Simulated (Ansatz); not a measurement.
```yaml
crystal:
  lattice:
    - [0.01096, 1.92250, 1.92250]
    - [1.92250, 0.01096, 1.92250]
    - [1.93346, 1.93346, 0.00000]
  atoms:
    - { symbol: Ir, position: [0.00000, 0.00000, 0.00000] }
```

No spin polarisation.

Method: r2SCAN, PAW, 500 eV (Ansatz, an electronic-structure program; no spin-orbit coupling). Settings: 29×29×29 k-points, 0.1 eV Fermi–Dirac smearing.

Problem. Predict the stress and band gap.

Solution. Stress (xx, yy, zz, yz, xz, xy; compression positive): (0.1, 0.1, 0.0, 0.0, 0.0, -3.2) GPa
Band gap: zero

The cells carry an imposed strain or load. Whether these cells are dynamically stable was not tested. All final runs are without spin polarisation. The cell was made from Ir in the fcc (Cu type) structure (space group Fm-3m, No. 225) by this change: tensor shear ε_xy = +0.57 %.
